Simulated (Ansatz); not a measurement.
The work function (top / bottom face where they differ) in a series of structures.

Cell A: a sheet of composition Au2, 2 atoms, hexagonal cell of 4.48 Å (17.4 Å²), symmetry P6/mmm, 0.0 Å thick under 16 Å of vacuum, in-plane vectors relaxed; planes from bottom to top: Au2, all atoms in one plane; a model cell; spin state with PBE: run without spin, k-point mesh 18×18×1.
```xyz
2
Lattice="4.4792 0.0000 0.0000 -2.2396 3.8791 0.0000 0.0000 0.0000 16.0000" Properties=species:S:1:pos:R:3 pbc="T T T"
Au     0.0000     2.5861     8.0000
Au     2.2396     1.2930     8.0000
```

Cell B: a sheet of composition Au3, 3 atoms, hexagonal cell of 5.32 Å (24.5 Å²), symmetry P6/mmm, 0.0 Å thick under 16 Å of vacuum, in-plane vectors relaxed; planes from bottom to top: Au3, all atoms in one plane; a model cell; spin state with PBE: run without spin, k-point mesh 18×18×1.
```
CELL_PARAMETERS angstrom
      5.31800     0.00000     0.00000
     -2.65900     4.60553     0.00000
      0.00000     0.00000    16.00000
ATOMIC_POSITIONS crystal
  Au 0.50000 0.00000 0.50000
  Au 0.00000 0.50000 0.50000
  Au 0.50000 0.50000 0.50000
```

All numbers come from Ansatz (a quantum-chemistry and plane-wave program), plane waves with PAW, its PAW set soft_1, cutoff 500 eV. The structures are at rest with PBE; other levels are single points on them. Neutral cells; Fermi-Dirac smearing of at most 0.10 eV in the solids, energies taken to zero width. The lattices are those relaxed with PBE, so at other levels the solids can be strained. Spin-orbit coupling is left out. A dispersion term ran beside these levels; it doesn't touch the electrons. Vacuum level less Fermi level; the slabs are metallic.

### Question
Predict the work function (top / bottom face where they differ) (eV) of each cell with r2SCAN.

### Answer
```tsv
system	r2SCAN
A	5.90
B	6.10
```

With r2SCAN the top face's value of B exceeds that of A by 0.2 eV.
